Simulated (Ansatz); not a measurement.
The (10-11) face of hcp Sc can be cut between different planes. Symmetric, stoichiometric slabs relaxed in the 1x1 cell (19.6 Å²): top plane Sc, 0.42 Å over the next in the ideal cut; top plane Sc, 2.09 Å over the next in the ideal cut.

Level of theory: PBE (plane waves to 420 eV, PAW; Ansatz, a quantum-chemistry and plane-wave program).

Task: Order them by surface energy (lowest first) at the level PBE.

Result: the cut with an outer spacing of 0.42 Å (1.22 J/m²), the cut with an outer spacing of 2.09 Å (1.49 J/m²)
